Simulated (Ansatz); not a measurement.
We consider AlB2-type MgB2, described by BLYP (plane waves, PAW; Ansatz, an electronic-structure program).

Settings: plane-wave cutoff 520 eV, 24×24×18 k mesh (along the axes of the cell as run), Fermi–Dirac smearing 0.08 eV (set by the program), scalar-relativistic PAW data made under PBE.

Computed at the level's own relaxed cell.

Hill averages of the elastic tensor: K = 141.5 GPa, G = 111.5 GPa. Volume 9.765 Å³/atom, mean atomic mass 15.309 u.

Problem. Work out the density, the sound velocities of a polycrystal and the elastic Debye temperature, and Pugh's ratio at this level.

Solution. ρ = 1.66054 × 15.309/9.765 = 2.603 g/cm³. v_l = √[(K + 4G/3)/ρ] = 10.558 km/s and v_t = √(G/ρ) = 6.545 km/s. The mean follows from 3/v_m³ = 1/v_l³ + 2/v_t³: v_m = 7.216 km/s. Θ_D = (ħ/k_B) v_m (6π²/V)^(1/3) = 76.38 K Å s/km × 7.216 × 1.8236 Å⁻¹ = 1005 K, counting all atoms of the cell. K/G = 1.27, to be set beside Pugh's rough bound of 1.75 between brittle and ductile metals.
